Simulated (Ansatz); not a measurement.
Energy of zinc-blende LiF (model structure) less that of rock-salt LiF, by level of theory

No measured value is used here.

| level (code) | value (meV/atom) |
|---|---|
| LDA (Ansatz) | 58 |
| PBE (Ansatz) | 3 |
| PBEsol (Ansatz) | 33 |
| PBE-D3(BJ) (Ansatz) | 38 |
| PBE-D4 (Ansatz) | 13 |
| rVV10 (Ansatz) | 25 |
| r²SCAN (Ansatz) | 44 |
| HSE06 (Ansatz) | 11 |
| PBE0 (Ansatz) | 14 |

Values are at the level's own relaxed cell; PBE0 at the r²SCAN cell. Ansatz's density-functional and Hartree–Fock values are scalar-relativistic unless marked +SOC, with PAW data made under PBE.

A model structure was made by putting elements into a prototype or built by hand; it is no filed structure, need not be a known phase, and can be a saddle point held by its symmetry.

Ansatz is a first-principles code.
